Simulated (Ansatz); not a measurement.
Base system: Si in the diamond structure (space group Fd-3m, No. 227; a = 5.4703 Å). Axes: x, y, z lie along the cube axes.

Level of theory: Ansatz (a quantum-chemistry and plane-wave program), PBE, PAW, cutoff 420 eV, no spin-orbit coupling.

Perturbation: every lattice vector is stretched by 2.50 %; the atoms relax in the strained cell.

Problem. Predict the stress tensor and what it implies for the stiffness.

Solution. Stress of the strained cell less that of the base (GPa, compression positive):
```
  -5.59    0.00    0.00
   0.00   -5.59    0.00
   0.00    0.00   -5.59
```

Then B = −ΔP/(ΔV/V₀) with ΔV/V₀ = 0.0769 gives secant stiffness values (nonlinear terms included at this strain): B ≈ 73 GPa.

As a check, the harmonic strain energy −½ V₀ Δσ:ε is 27 meV/atom; the computed energy rise is 29 meV/atom.

No phonon test of stability was made.
